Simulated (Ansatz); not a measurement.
Consider ZnCu2SnS4 (space group I-4, No. 82).

```xyz
8
Lattice="-2.6587 2.6587 5.3215 2.6587 -2.6587 5.3215 2.6587 2.6587 -5.3215" Properties=species:S:1:pos:R:3 pbc="T T T"
Cu     0.0000     0.0000     0.0000
Cu     0.0000     2.6587     2.6608
Zn     2.6587     0.0000     2.6608
Sn     0.0000     0.0000     5.3215
S      1.4342    -1.3853     6.7086
S      1.2735     1.2246    -1.3870
S      1.2246     4.0440     1.3870
S      1.3853     1.4342     3.9345
```

Cartesian axes are those of the cell as printed.

Method: LDA (Ansatz, a program for electronic structure, PAW, no SOC).

Strains are applied to the cell and any free atomic positions relax.

One change was made to it. Results:

```json
[
 {"quantity": "energy relative to the base (free energy F)", "base": "0 meV/atom", "after": "+0.4 meV/atom"},
 {"quantity": "pressure (mean of the normal stresses, compression positive)", "base": "0.00 GPa", "after": "0.67 GPa"}
]
```

Problem. Which of these changes matches the shifts?
A. uniaxial strain ε_zz = −2.25 %
B. uniaxial strain ε_zz = −1.50 %
C. uniaxial strain ε_zz = −0.75 %
D. uniaxial strain ε_zz = −3.00 %

Solution. C, uniaxial strain ε_zz = −0.75 %. For comparison, the pressure in the other runs: uniaxial strain ε_zz = −2.25 % gives 2.10 GPa; uniaxial strain ε_zz = −1.50 % gives 1.37 GPa; uniaxial strain ε_zz = −3.00 % gives 2.86 GPa.

No phonon test of stability was made. All final runs are without spin polarisation.
